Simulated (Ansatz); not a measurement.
The starting structures come from a database of crystals and need not be the phases stable at ambient conditions.

By LDA, the system below comes out a metal.

The ballistic (Sharvin) conductance counts the channels at the Fermi level: G/A = (e²/h) × channels of both spins per area.

Consider the following.

```
Ag
1.0
    4.68290     0.00000     0.00000
   -2.34145     4.05551     0.00000
    2.34145     1.35184     0.95589
Ag
1
Direct
  0.00000   0.00000   0.00000
```

Space group of this cell: Im-3m, bcc (W type). The cell is taken as given; by LDA its mean pressure is -11.5 GPa.

The current flows along the normal of the first two printed cell vectors, the (111) plane of the conventional cell. No spin-orbit coupling; the value is a mean over 0.1 eV about the Fermi level.

Task: Compute, with LDA (Ansatz, a quantum-chemistry and plane-wave program), the ballistic conductance per area.

Result: 0.90 × 10¹⁵ S/m² for both spins.
